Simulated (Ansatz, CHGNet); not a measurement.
## Ta2N (model structure, started from the CdI2 type, P-3m1, No. 164, 3 atoms in the cell): lattice parameter c by level of theory

No measured value is used here.

Question: Put these levels in order of the lattice parameter c that they give for Ta2N (model structure, started from the CdI2 type, P-3m1, No. 164, 3 atoms in the cell), smallest first: CHGNet 0.3.0, LDA (Ansatz, an electronic-structure program), PBE-D3(BJ) (Ansatz), PBEsol (Ansatz), r²SCAN (Ansatz).

Answer: LDA (4.789 Å), PBEsol (4.826 Å), PBE-D3(BJ) (4.854 Å), r²SCAN (4.898 Å), CHGNet 0.3.0 (5.022 Å)

Density-functional levels without +SOC have no spin–orbit coupling. Cutoffs differ between the levels. Ansatz's density-functional and Hartree–Fock values are scalar-relativistic unless marked +SOC, with PAW data made under PBE.

Machine-learned potentials (CHGNet 0.3.0) are trained on DFT data: a solid inside that data is no test of them.

A model structure was made by putting elements into a prototype or built by hand; it is no filed structure, need not be a known phase, and can be a saddle point held by its symmetry.
